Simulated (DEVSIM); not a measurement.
# abrupt Si n-p junction

Structure: abrupt Si n-p junction, at 400 K.

```
layer (left to right)  material  thickness (μm)  Nd (cm⁻³)  Na (cm⁻³)   τn (s)   τp (s)
---------------------  --------  --------------  ---------  ---------  -------  -------
1                            Si           0.510       1e15          -  0.00072  0.00072
2                            Si            2.10          -     4.2e14  0.00072  0.00072
```

Left contact: ohmic. Right contact: ohmic. Voltage is applied to the left contact. Recombination: SRH at mid-gap, radiative, Auger. Mobility is constant in doping.

Constants are typed, rounded textbook-type inputs, not results; the design itself was drawn at random and stands for no fabricated device. Values at 300 K; Nc and Nv go as T^1.5, mobilities as T to minus their exponent, the gap by Varshni's rule with the affinity fixed.

```tsv
parameter	Si
gap (eV)	1.124
affinity (eV)	4.05
permittivity	11.7
Nc (cm⁻³)	2.86e19
Nv (cm⁻³)	3.1e19
μn (cm²/Vs)	1417
μp (cm²/Vs)	470
T exponent of μn	2.3
T exponent of μp	2.2
B (cm³/s)	4.7e-15
Cn (cm⁶/s)	2.8e-31
Cp (cm⁶/s)	9.9e-32
Varshni α (eV/K)	0.000473
Varshni β (K)	636
```

DEVSIM, 1D drift-diffusion, Boltzmann statistics, complete ionisation; no tunnelling, impact ionisation, image-force lowering or self-heating.

```json
{
 "potential_step_across_the_device_at_zero_bias": "0.327 V",
 "largest_field_in_the_device_at_zero_bias": "4900 V/cm",
 "Dark forward voltage at 1 A/cm²": "0.205 V",
 "Dark forward voltage at 100 A/cm²": "0.564 V"
}
```

Dark forward current:

(V (V), J (A/cm²)): (-0.05, -0.012); (-0.10, -0.060); (-0.15, -0.24); (-0.20, -0.88); (-0.30, -7.4); (-0.35, -16); (-0.40, -29); (-0.45, -47); (-0.50, -68); (-0.55, -93); (-0.60, -120); (-0.70, -180); (-0.75, -210); (-0.80, -240); (-0.85, -270); (-0.90, -300); (-0.95, -330); (-1.05, -390); (-1.10, -420); (-1.15, -450); (-1.20, -470); (-1.25, -500); (-1.30, -530); (-1.35, -550); (-1.45, -600); (-1.50, -630); (-1.55, -650); (-1.60, -680)
